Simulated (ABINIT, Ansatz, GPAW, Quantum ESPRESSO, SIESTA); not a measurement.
## Code comparison for WSe₂ (P6_3/mmc, 6 atoms in the cell)

Self-consistent single point.

```xyz
6
Lattice="1.6398 -2.8403 0.0000 1.6398 2.8403 0.0000 0.0000 0.0000 12.9587" Properties=species:S:1:pos:R:3 pbc="T T T"
W      1.6398     0.9468     3.2397
W      1.6398    -0.9468     9.7190
Se     1.6398     0.9468    11.3907
Se     1.6398    -0.9468     4.9113
Se     1.6398    -0.9468     1.5680
Se     1.6398     0.9468     8.0474
```

Shared settings, as Ansatz (a first-principles code) writes them: kpoints.mp_grid.grid = 4 4 1; scf.occupations.method = fermi_dirac; scf.occupations.width = 0.02 eV. Potentials and cutoffs stand in the table.

```tsv
code	model	pressure (GPa)	largest force (eV/Å)	cutoff
Quantum ESPRESSO	PBE, SSSP 1.1.2 efficiency (PBE) pseudopotentials	3.78	0.201	40 Ry
ABINIT	PBE, PAW (JTH v2.0 PBE PAW)	4.79	0.208	40 Ry
GPAW	PBE, GPAW PAW datasets PBE (gpaw-data 1.0.1)	4.60	0.179	600 eV
SIESTA	GGA PBE, numerical atomic orbitals DZP, PseudoDojo PBE standard norm-conserving potentials (rewritten from UPF to PSML)	11.96	1.189	grid 400 Ry
Ansatz	PBE, default PAW files	4.57	0.169	default
```

On Ansatz's run: spin-orbit coupling is off. Spin polarisation is off.

The spread over the programs that give each value: pressure within 8.18 GPa; largest force within 1.020 eV/Å.

SIESTA uses small atom-centred bases, whose incompleteness enters pressures, forces and empty levels differently from a plane-wave cutoff. Ansatz's pressure is given at a fixed set of plane waves, as the other plane-wave codes print theirs; with its correction for the finite basis it is 4.60 GPa. In the pressure, SIESTA (by 7.38) lies more than 1 GPa from the median of the plane-wave programs. In the force vectors, SIESTA (by 0.999) lies more than 0.08 eV/Å from the median of the plane-wave programs.

This mesh misses zone-boundary points where a band edge of such crystals can lie, so no gaps are given.

On the base mesh (5 5 1) the same programs gave: Ansatz pressure 4.89 GPa; Quantum ESPRESSO pressure 4.10 GPa; ABINIT pressure 5.11 GPa; GPAW pressure 4.92 GPa; SIESTA pressure 12.17 GPa.

The values differ from the base mesh's, so the mesh still matters here: the table compares the programs at equal settings.

The starting cell has typed, rounded lattice constants, without a prior relaxation at this level. Its lattice was rescaled by a random factor within 2.5 % of one.

Left out of this page: CP2K (on another mesh); FLEUR (with a known weakness of the program).

Keys are those of Ansatz 0.2.
